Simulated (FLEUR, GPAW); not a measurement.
A GPAW input for a self-consistent single point of AlP (F-43m, 2 atoms in the cell) (DFT PBE, plane waves, GPAW PAW datasets PBE (gpaw-data 1.0.1)):

```python
from ase import Atoms
from ase.units import GPa
from gpaw import GPAW, PW, FermiDirac

atoms = Atoms(['Al', 'P'],
              cell=[[0.000000, 2.638579, 2.638579],
                    [2.638579, 0.000000, 2.638579],
                    [2.638579, 2.638579, 0.000000]],
              scaled_positions=[[0.000000, 0.000000, 0.000000],
                                [0.750000, 0.750000, 0.750000]],
              pbc=True)

calc = GPAW(mode=PW(600),
            xc='PBE',
            kpts=(9, 9, 9),
            occupations=FermiDirac(0.05),
            nbands=-4,
            convergence={'forces': 0.001, 'bands': -2},
            symmetry={'symmorphic': False, 'tolerance': 0.0005},
            maxiter=150)

atoms.calc = calc

energy = atoms.get_potential_energy()
print('Energy (eV):', round(energy, 6))
forces = atoms.get_forces()
print('Forces (eV/Ang):')
print(forces.round(5))
stress = atoms.get_stress()
print('Stress (GPa, Voigt):', (stress / GPa).round(4))
```

Q: Write the same calculation as an input for FLEUR.

A: One input that does it (others would too):

Input of the input generator:

```
AlP
&input film=f /
0.0000000000 4.9861916682 4.9861916682
4.9861916682 -0.0000000000 4.9861916682
4.9861916682 4.9861916682 0.0000000000
1.0
1.0 1.0 1.0

2
13 0.0000000000 0.0000000000 0.0000000000
15 0.7500000000 0.7500000000 0.7500000000

&comp jspins=1 /
&kpt div1=9 div2=9 div3=9 /
&end /
```

```xml
<?xml version="1.0" encoding="UTF-8" standalone="no"?>
<fleurInput fleurInputVersion="0.39">
   <comment>
      AlP                                                                                                 
   </comment>
   <calculationSetup>
      <cutoffs Kmax="3.9" Gmax="15.6" GmaxXC="15.6" numbands="0"/>
      <scfLoop itmax="80" minDistance="0.00001" maxIterBroyd="25" imix="Anderson" alpha="0.05" precondParam="0.0" spinf="2.0"/>
      <coreElectrons ctail="T" frcor="F" kcrel="0" coretail_lmax="0"/>
      <xcFunctional name="pbe" relativisticCorrections="F"/>
      <magnetism jspins="1"/>
      <soc l_soc="F" theta="0.0" phi="0.0" spav="F"/>
      <expertModes spex="0" secvar="F"/>
      <geometryOptimization l_f="T" forcealpha="1.0" forcemix="BFGS" epsdisp="0.00001" epsforce="0.00001"/>
      <ldaU l_linMix="F" mixParam="0.05" spinf="1.0"/>
   </calculationSetup>
   <cell>
      <bzIntegration valenceElectrons="8.0" mode="hist" fermiSmearingEnergy="0.00183747">
         <kPointListSelection listName="default-1"/>
         <!-- k-points included here -->
         <xi:include xmlns:xi="http://www.w3.org/2001/XInclude" href="kpts.xml"> </xi:include>
      </bzIntegration>
      <!-- symmetry operations included here -->
      <xi:include xmlns:xi="http://www.w3.org/2001/XInclude" href="sym.xml"> </xi:include>
      <bulkLattice scale="1.0">
         <bravaisMatrix>
            <row-1>    0.0000000000000000     4.9861916682000000     4.9861916682000000</row-1>
            <row-2>    4.9861916682000000     0.0000000000000000     4.9861916682000000</row-2>
            <row-3>    4.9861916682000000     4.9861916682000000     0.0000000000000000</row-3>
         </bravaisMatrix>
      </bulkLattice>
   </cell>
   <atomSpecies>
      <species name="Aluminum (Al)" element="Al" atomicNumber="13">
         <mtSphere radius="2.06" gridPoints="711" logIncrement="0.016"/>
         <atomicCutoffs lmax="8" lnonsphr="6"/>
         <electronConfig flipSpins="F">
            <coreConfig>(1s1/2) (2s1/2) (2p1/2) (2p3/2)</coreConfig>
            <valenceConfig>(3s1/2) (3p1/2) (3p3/2)</valenceConfig>
            <stateOccupation state="(3p1/2)" spinUp="0.1666666666667" spinDown="0.1666666666667"/>
            <stateOccupation state="(3p3/2)" spinUp="0.3333333333333" spinDown="0.3333333333333"/>
         </electronConfig>
         <energyParameters s="3" p="3" d="3" f="4"/>
      </species>
      <species name="Phosphorous (P)" element="P" atomicNumber="15">
         <mtSphere radius="2.06" gridPoints="711" logIncrement="0.016"/>
         <atomicCutoffs lmax="8" lnonsphr="6"/>
         <electronConfig flipSpins="F">
            <coreConfig>(1s1/2) (2s1/2) (2p1/2) (2p3/2)</coreConfig>
            <valenceConfig>(3s1/2) (3p1/2) (3p3/2)</valenceConfig>
            <stateOccupation state="(3p1/2)" spinUp="0.5" spinDown="0.5"/>
            <stateOccupation state="(3p3/2)" spinUp="1.0" spinDown="1.0"/>
         </electronConfig>
         <energyParameters s="3" p="3" d="3" f="4"/>
      </species>
   </atomSpecies>
   <atomGroups>
      <atomGroup species="Aluminum (Al)">
         <relPos label="                   1">.0000000000 .0000000000 .0000000000</relPos>
         <force calculate="T" relaxXYZ="TTT"/>
      </atomGroup>
      <atomGroup species="Phosphorous (P)">
         <relPos label="                   2">-1.000/4.000 -1.000/4.000 -1.000/4.000</relPos>
         <force calculate="T" relaxXYZ="TTT"/>
      </atomGroup>
   </atomGroups>
   <output dos="F" band="F" slice="F">
      <checks vchk="F" cdinf="F"/>
      <bandDOS minEnergy="-.5*Htr" maxEnergy="0.5*Htr" sigma="0.015" storeEVData="T"/>
      <vacuumDOS vacdos="F" integ="F" star="F" nstars="0" locx1="0.0" locy1="0.0" locx2="0.0" locy2="0.0" nstm="0" tworkf="0.0"/>
      <unfoldingBand unfoldBand="F" supercellX="1" supercellY="1" supercellZ="1"/>
      <plotting iplot="0" polar="F">
         <plot TwoD="T" vec1="  1.0  0.0  0.0" vec2="  0.0  1.0  0.0" vec3="  0.0  0.0  1.0" zero="  0.0  0.0  0.0" file="plot"/>
      </plotting>
      <chargeDensitySlicing numkpt="0" minEigenval="0.0" maxEigenval="0.0" nnne="0" pallst="F"/>
      <specialOutput eonly="F"/>
      <magneticCircularDichroism mcd="F" energyLo="-10.0" energyUp="0.0"/>
   </output>
  <!-- We include the file relax.xml here to enable relaxations (see documentation) -->
  <xi:include xmlns:xi="http://www.w3.org/2001/XInclude" href="relax.xml"> <xi:fallback/> </xi:include>
</fleurInput>
```

Basis, cutoffs, solver keys and any potentials are the target program's own. This input uses DFT, PBE, all-electron FLAPW (FLEUR), scalar-relativistic valence. Both were run: gap on the mesh 1.446 eV in GPAW and 1.455 in FLEUR.

On FLEUR: the starting cell comes from a database of computed structures (which also holds hypothetical and non-ambient phases and stackings), without a prior relaxation at this level. Its lattice was rescaled by a random factor within 2.5 % of one. For this run, on top of that: lattice scaled by 0.98. Values depend on the basis (sphere radii, cutoffs, local orbitals), which need not be converged.

On GPAW: the starting cell comes from a database of computed structures (which also holds hypothetical and non-ambient phases and stackings), without a prior relaxation at this level. Its lattice was rescaled by a random factor within 2.5 % of one. For this run, on top of that: lattice scaled by 0.98. With a pressure of about 14 GPa the cell is away from its equilibrium volume at this level.
